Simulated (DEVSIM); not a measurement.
Device: Ru/Si3N4/n-Si capacitor, at 350 K.

Layer 1 from the left is Si3N4, thickness (nm) 2.00. Layer 2 from the left is Si, thickness (nm) 520, Nd (cm⁻³) 1.2e18.

Metal gate on the left, work function 4.7 eV. Fixed charge at the semiconductor interface 0 cm⁻² (in units of +e); no interface traps.

This is a model device: material constants are rounded textbook-type values typed into the input, and sizes, dopings and lifetimes were drawn at random. Values at 300 K; Nc and Nv go as T^1.5, mobilities as T to minus their exponent, the gap by Varshni's rule with the affinity fixed.

Si3N4: gap (eV) 5.1, affinity (eV) 2.1, permittivity 7.5. Si: gap (eV) 1.124, affinity (eV) 4.05, permittivity 11.7, Nc (cm⁻³) 2.86e19, Nv (cm⁻³) 3.1e19, Varshni α (eV/K) 0.000473, Varshni β (K) 636.

DEVSIM, 1D Poisson equation in equilibrium, Boltzmann statistics, complete ionisation; no quantum confinement or tunnelling. Metal contacts follow the ideal Schottky-Mott rule: no Fermi-level pinning, no interface dipoles.

What does the simulation give for the threshold voltage (band bending 2φF), the flat-band voltage?

threshold voltage (band bending 2φF) -0.53 V; flat-band voltage 0.55 V.
